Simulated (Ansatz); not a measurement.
The starting structures come from a database of crystals and need not be the phases stable at ambient conditions.

Inside the gap of an insulator the Bloch states are evanescent, with a wavenumber k + iκ along the transport direction.

Data:

```
CELL_PARAMETERS angstrom
      5.06052     0.00000     0.00000
      0.00000     5.54135     0.00000
      2.53026     0.00000     4.38254
ATOMIC_POSITIONS crystal
  Si 0.50000 0.66667 0.00000
  Si 0.00000 0.00000 0.50000
  Si 0.50000 0.33333 0.50000
  O  0.20861 0.16667 0.58279
  O  0.41721 0.50000 0.79139
  O  0.20861 0.83333 0.20861
  O  0.79139 0.16667 0.41721
  O  0.58279 0.50000 0.20861
  O  0.79139 0.83333 0.79139
```

Space group of this cell: P6_422. The cell is taken as given.

Transport runs along the normal of the first two printed cell vectors, the (100) plane of the conventional cell.

No gap correction and no spin-orbit coupling; mid-gap values are interpolated between computed energies.

**Question.** Give the band gap and the smallest decay constant κ at mid-gap that r2SCAN run with Ansatz (a program for electronic structure) yields.

**Answer.** Gap 6.30 eV on a 8×6×8 mesh; κ = 0.524 1/Å, at the zone centre.
